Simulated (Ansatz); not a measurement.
# Point defect K_Li in rock-salt LiF

Method: PBE, PAW (plane waves to 420 eV; Ansatz, a first-principles code). Cell: 64 sites, 2×2×2; final energies on a 2×2×2 shifted mesh. Site at the start: the Li site. Finite-size correction: monopole term and site-potential alignment. Dielectric constants: PBE linear response of the host. Host gap at this level: 8.83 eV. A cell of this size leaves errors of a few tenths of an eV. PBE underestimates the host's gap, which shifts levels and can delocalise carriers. Spin–orbit coupling is left out. Each state is the lowest found from its start.

Formation energies E_f are given with the Fermi level at the valence-band maximum. Chemical conditions: F-rich (Δμ(Li) = -5.89 eV, Δμ(K) = -5.43 eV, bounded by KF (Fm-3m); only phases computed here count, gases as isolated molecules at 0 K). Reference phases: K: bcc K, Li: bcc Li.

```json
[
 {"charge": "+1*", "moment (μB)": "1.0", "point group": "–", "largest move off a lattice site (Å)": "0.27", "image correction with alignment (eV)": "–", "E_f, F-rich (eV)": "–"},
 {"charge": "0", "moment (μB)": "not spin-polarised", "point group": "Oh", "largest move off a lattice site (Å)": "0.27", "image correction with alignment (eV)": "0.00", "E_f, F-rich (eV)": "2.44"},
 {"charge": "−1*", "moment (μB)": "1.0", "point group": "Oh", "largest move off a lattice site (Å)": "0.28", "image correction with alignment (eV)": "–", "E_f, F-rich (eV)": "–"}
]
```

* At this level the carrier isn't localised at the defect: at charge +1 holes occupy the valence band; at charge −1 electrons occupy the conduction band. Such a state is shallow or no state of the defect, and this cell gives it no level.

Point groups are those of the whole cell at tolerances of 0.03 and 0.1 Å ("near" where only the looser one holds); none is given for unsettled states.

Flagged in the runs: a doubtful potential alignment.

All states together cost about 29 core-minutes (a rough figure).
